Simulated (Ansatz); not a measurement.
The parent structure is HgS (space group P3_221, No. 154; a = 4.465 Å, c = 9.758 Å; made of chains). Axes: x lies along a and z along c of the hexagonal cell.

The values are results of PBE (Ansatz, a first-principles code; PAW; 420 eV plane waves; scalar-relativistic without spin-orbit coupling), not measurements.

For the base:

The electron mass comes out as 0.43 mₑ along c, 1.2 mₑ across (at Γ) and the smallest direct gap is 1.87 eV.

One thing is altered: compressive biaxial strain of 1.69 % in the plane normal to [001], as in epitaxy on a mismatched substrate; the out-of-plane cell vector and the atoms relax.

**Question.** Predict the new electron mass, ratio −ε⊥/ε∥ and smallest direct gap.

**Answer.** The electron mass becomes 0.42 mₑ out of plane, 1.2 mₑ in plane (at Γ) (base: 0.43 mₑ along c, 1.2 mₑ across (at Γ)); the ratio −ε⊥/ε∥ amounts to 0.30; the smallest direct gap drops by 0.10 eV (1.87 eV → 1.77 eV).

Spin-orbit coupling, missing from the scalar runs, can matter with Hg. Effective masses come from finite differences of ±0.01 Å⁻¹. No phonon test of stability was made. No dispersion term is included, though the crystal is made of layers, chains or molecules, so its spacings can come out too wide.
